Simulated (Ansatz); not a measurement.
For Ta₂N (model structure, started from the CdI2 type, P-3m1, No. 164, 3 atoms in the cell), PBEsol (Ansatz, a first-principles code, plane waves, PAW) gives:

* **equilibrium lattice constant a**: 3.079 Å
* **c axis length**: 4.823 Å

### Question
What does PBE-D3(BJ) (Ansatz, PAW) give for the same quantities?

### Answer

- lattice constant a: 3.075 Å (shrinks by 0.1 %)
- lattice parameter c: 4.852 Å (increases by 0.6 %)

Changes are worked out from the printed values.

Unless a cell is named, each level is at its own relaxed cell (PBEsol 13.20, PBE-D3(BJ) 13.24 Å³/atom).

Levels without +SOC leave out spin–orbit coupling, which shifts energies and cells of such heavy elements.

Ansatz's density-functional and Hartree–Fock values are scalar-relativistic unless marked +SOC, with PAW data made under PBE.

A model structure was made by putting elements into a prototype or built by hand; it is no filed structure, need not be a known phase, and can be a saddle point held by its symmetry.
